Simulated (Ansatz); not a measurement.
Functionals compared on the (31-41) surface of hcp Tl in its 1x1 cell, outermost plane spacing 0.14 Å in the ideal cut, in Ansatz (plane waves, PAW). The structure was relaxed with PBE; the other rows are single points on it, each with its references at the same level. Cutoff 420 eV (500 eV for r2SCAN).

Model: 26-atom slab, 10.3 Å thick at the start (thin: gaps and levels are the slab's own), 6x4x1 mesh, Fermi-Dirac 0.1 eV, dipole correction, all atoms relaxed; held to the start's symmetry, so lower structures may exist; no spin, no spin-orbit, no U. These notes are the PBE run's.

```tsv
functional	surface energy (J/m²)	work function of the top face (eV)	rough cost of the single point
PBE	0.28	3.52	–
LDA	0.45	3.85	very roughly 10 core-minutes
PBEsol	0.39	3.61	roughly 10 core-minutes
RPBE	0.18	3.37	around 11 core-minutes (rough)
r2SCAN	0.36	3.54	about 19 core-minutes (a rough figure)
```

Ansatz is a program for electronic structure.
